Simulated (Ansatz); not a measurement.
Reference: K$_{2}$Se (Fm-3m), PBEsol with spin-orbit coupling, rigid bands (plane waves, PAW; Ansatz, an electronic-structure program); geometry: cell and atoms relaxed with PBEsol.

```xyz
3
Lattice="0.0000 3.8049 3.8049 3.8049 0.0000 3.8049 3.8049 3.8049 0.0000" Properties=species:S:1:pos:R:3 pbc="T T T"
K      1.9025     1.9025     1.9025
K      5.7074     5.7074     5.7074
Se     0.0000     0.0000     0.0000
```

band gap: 2.02 eV
electron conductivity mass: 0.33 mₑ
hole conductivity mass: 12.1 mₑ
Seebeck coefficient, n-type 1e19 cm⁻³: -163 μV/K

Problem. Replace Se by Te on the same sites and relax. What happens?

Solution. K2Te (Fm-3m): volume per atom 36.7 to 44.1 Å³; band gap stays about the same (2.02 eV to 1.95 eV); electron conductivity mass falls (0.33 mₑ to 0.30 mₑ); hole conductivity mass falls (12.1 mₑ to 7.3 mₑ); Seebeck coefficient, n-type 1e19 cm⁻³ stays about the same (-163 μV/K to -155 μV/K).

Problem. Replace Se by Pt on the same sites and relax. What happens?

Solution. K$_{2}$Pt (Fm-3m): volume per atom 36.7 to 34.8 Å³; band gap falls (2.02 eV to 0.97 eV); electron conductivity mass rises (0.33 mₑ to 0.51 mₑ); hole conductivity mass rises (12.1 mₑ to 15.1 mₑ); Seebeck coefficient, n-type 1e19 cm⁻³ rises in size (-163 μV/K to -326 μV/K).

Moves up to 5 % count as about the same. Masses are for dilute carriers at 300 K, harmonic means over directions unless an axis is named. Seebeck coefficients are for the stated density at 300 K, with one relaxation time for all states and whether or not that doping can be reached.

Formula and space group known from diffraction (Crystallography Open Database), not checked to be the room-temperature form: K2Se (Fm-3m), K2Te (Fm-3m). Computed structure with no diffraction record at hand here (it may be known, metastable or hypothetical): K2Pt (Fm-3m).
